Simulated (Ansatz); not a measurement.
A periodic model of amorphous Hf18O39La2:

```yaml
crystal:
  lattice:
    - [9.09831, 0.40723, 0.29929]
    - [0.40723, 9.28596, 0.21754]
    - [0.29929, 0.21754, 9.37975]
  atoms:
    - { symbol: Hf, position: [0.07440, 0.31820, 0.05400] }
    - { symbol: Hf, position: [0.79548, 0.82839, 0.32313] }
    - { symbol: Hf, position: [0.48054, 0.47253, 0.38930] }
    - { symbol: Hf, position: [0.24700, 0.78631, 0.82280] }
    - { symbol: Hf, position: [0.94120, 0.97762, 0.94491] }
    - { symbol: Hf, position: [0.40015, 0.12114, 0.53434] }
    - { symbol: Hf, position: [0.45813, 0.14577, 0.86388] }
    - { symbol: Hf, position: [0.90097, 0.46889, 0.41329] }
    - { symbol: Hf, position: [0.06630, 0.06788, 0.30547] }
    - { symbol: Hf, position: [0.74457, 0.15715, 0.50413] }
    - { symbol: Hf, position: [0.84328, 0.65251, 0.99982] }
    - { symbol: Hf, position: [0.80725, 0.36111, 0.81521] }
    - { symbol: Hf, position: [0.99183, 0.89430, 0.60835] }
    - { symbol: Hf, position: [0.39066, 0.47088, 0.99558] }
    - { symbol: Hf, position: [0.20070, 0.40510, 0.68405] }
    - { symbol: Hf, position: [0.47844, 0.85491, 0.08833] }
    - { symbol: Hf, position: [0.15204, 0.69680, 0.18663] }
    - { symbol: Hf, position: [0.35294, 0.80504, 0.43121] }
    - { symbol: O, position: [0.83141, 0.06595, 0.29834] }
    - { symbol: O, position: [0.30117, 0.27571, 0.98280] }
    - { symbol: O, position: [0.17653, 0.49247, 0.10245] }
    - { symbol: O, position: [0.81602, 0.15949, 0.91872] }
    - { symbol: O, position: [0.25420, 0.03643, 0.41945] }
    - { symbol: O, position: [0.02299, 0.29339, 0.27911] }
    - { symbol: O, position: [0.35353, 0.35303, 0.50982] }
    - { symbol: O, position: [0.58776, 0.13507, 0.67299] }
    - { symbol: O, position: [0.81391, 0.57609, 0.80271] }
    - { symbol: O, position: [0.92639, 0.62879, 0.22784] }
    - { symbol: O, position: [0.82339, 0.86687, 0.09894] }
    - { symbol: O, position: [0.29604, 0.55397, 0.79338] }
    - { symbol: O, position: [0.40400, 0.92181, 0.87367] }
    - { symbol: O, position: [0.10376, 0.96427, 0.78055] }
    - { symbol: O, position: [0.57129, 0.34830, 0.89021] }
    - { symbol: O, position: [0.85259, 0.85749, 0.79112] }
    - { symbol: O, position: [0.55904, 0.15584, 0.38457] }
    - { symbol: O, position: [0.49353, 0.63303, 0.51855] }
    - { symbol: O, position: [0.76855, 0.92233, 0.52854] }
    - { symbol: O, position: [0.85679, 0.42462, 0.04327] }
    - { symbol: O, position: [0.02879, 0.84484, 0.36149] }
    - { symbol: O, position: [0.97691, 0.09410, 0.52409] }
    - { symbol: O, position: [0.56383, 0.82300, 0.29011] }
    - { symbol: O, position: [0.49306, 0.42896, 0.17658] }
    - { symbol: O, position: [0.18888, 0.76705, 0.60560] }
    - { symbol: O, position: [0.06571, 0.09206, 0.08161] }
    - { symbol: O, position: [0.34270, 0.69206, 0.02097] }
    - { symbol: O, position: [0.79510, 0.65652, 0.47655] }
    - { symbol: O, position: [0.30034, 0.61727, 0.33024] }
    - { symbol: O, position: [0.29468, 0.19387, 0.72213] }
    - { symbol: O, position: [0.06428, 0.47362, 0.54023] }
    - { symbol: O, position: [0.06817, 0.75474, 0.97494] }
    - { symbol: O, position: [0.81451, 0.33331, 0.60640] }
    - { symbol: O, position: [0.04018, 0.34640, 0.83293] }
    - { symbol: O, position: [0.44491, 0.90555, 0.58746] }
    - { symbol: O, position: [0.27437, 0.87799, 0.20810] }
    - { symbol: O, position: [0.53421, 0.06061, 0.05352] }
    - { symbol: O, position: [0.62996, 0.70362, 0.99902] }
    - { symbol: O, position: [0.70657, 0.37836, 0.37022] }
    - { symbol: La, position: [0.67895, 0.23062, 0.15261] }
    - { symbol: La, position: [0.64542, 0.75267, 0.68050] }
```

Methods: PBE, scalar-relativistic without spin-orbit coupling (Ansatz, a quantum-chemistry and plane-wave program); r2SCAN, scalar-relativistic without spin-orbit coupling (Ansatz); HSE06, scalar-relativistic without spin-orbit coupling (Ansatz). Neutral PBE cell, which sets geometry, pressure and energy: sampling: a 2×2×2 Γ-centred mesh; Fermi-Dirac width 0.02 eV; no spin polarisation. Exact exchange is cut at the faces of this 9 Å cell, which leaves hybrid gaps a finite-size error.

It comes from a melt-quench run on a machine-learned potential (CHGNet), relaxed afterwards by DFT. O atoms were pushed apart under 1.9 Å during the dynamics, to hinder bonds among them. The hot cell started wider than the set density and was brought back towards it in steps. It is the lowest in DFT energy of 2 quenches. It is a model cell: composition and starting density were chosen by hand, and all elements were melted together. No dispersion term was used. Its density started from a set value of 8.75 and ended at 8.65 g/cm³. The simulated quench (nominally 450 K/ps over its main leg) is rapid and tends to freeze in more defects than a deposited or slowly cooled glass has. A cell of this size samples the disorder only roughly. Volume and shape were free in the relaxation.

**Question.** Give the pressure, the energy against reference phases and the spacing of the highest filled and lowest empty levels.

**Answer.** 
```yaml
Pressure on a 2×2×2 Γ-centred mesh: 0.03 GPa
Largest force and stress component on that mesh (the relaxation ran on the zone centre alone): 0.10 eV/Å and 0.1 GPa
Energy relative to monoclinic HfO2 + hexagonal La2O3 (lowest mix at this level among the phases computed, not always the ambient ones): 135 meV/atom
Gap on a 2×2×2 Γ-centred mesh (PBE): 4.03 eV
Gap at the zone centre (PBE): 4.05 eV
Gap at the zone centre (r2SCAN): 4.51 eV
Gap at the zone centre (HSE06): 5.57 eV
Distance between the nearest levels spread over more than a fifth of the atoms or a third of the atoms of their main element (six at least) (PBE, zone centre): 4.05 eV
```

**Question.** At PBE and the zone centre, how localised are the states just below and above the Fermi level (participation number: the atoms over which a state spreads)?

**Answer.** The highest filled state is spread over 16.4 atoms' worth, largest on O23, with weights by element (charge in smoothed Voronoi cells) O 0.95, Hf 0.05, La 0.00. The lowest empty state is spread over 27.5 atoms' worth, largest on Hf4, with weights by element (charge in smoothed Voronoi cells) O 0.47, Hf 0.44, La 0.09.

Cut-offs for bonds: Hf-Hf 3.34 Å, Hf-O 2.76 Å, Hf-La 3.65 Å, O-O 1.58 Å, O-La 3.00 Å, La-La 3.96 Å. Two cations that share two anions don't count as bonded, nor two that share one unless they lie closer than Hf-Hf 3.25 Å, Hf-La 3.55 Å, La-La 3.85 Å.

Added carriers, by PBE, scalar-relativistic without spin-orbit coupling (Ansatz) on the zone centre alone. Charged cells keep the cell fixed and stand in a uniform background, with no image correction, at a width of 0.01 eV; where the count is odd the moment is locked at 1 μB, unless the neutral cell bore moments. Each starts from the undistorted neutral geometry alone. PBE's self-interaction favours spread-out carriers, so it can miss traps that a hybrid finds.

**Question.** What happens at PBE when the cell takes an extra electron and the atoms relax?

**Answer.** Relaxation lowers the charged cell by 0.26 eV. The largest moves are O30 0.18 Å, Hf4 0.15 Å, O31 0.11 Å, O53 0.09 Å. The level that holds the added charge spreads over 9.9 atoms' worth, most on Hf4 (weight 0.23): a partly localised carrier. No bond crosses its cut-off with a change of over 0.15 Å (metal-metal contacts aside). Made neutral again at that geometry, the cell lies +0.43 eV from the neutral start.

**Question.** What happens at PBE when the cell takes a hole and the atoms relax?

**Answer.** Relaxation lowers the charged cell by 0.04 eV. The largest moves are O53 0.05 Å, O56 0.04 Å, O34 0.04 Å, O27 0.03 Å. The level that was emptied spreads over 19.6 atoms' worth, most on O23 (weight 0.10): a carrier spread over the cell. No bond crosses its cut-off with a change of over 0.15 Å (metal-metal contacts aside). Made neutral again at that geometry, the cell lies +0.04 eV from the neutral start.
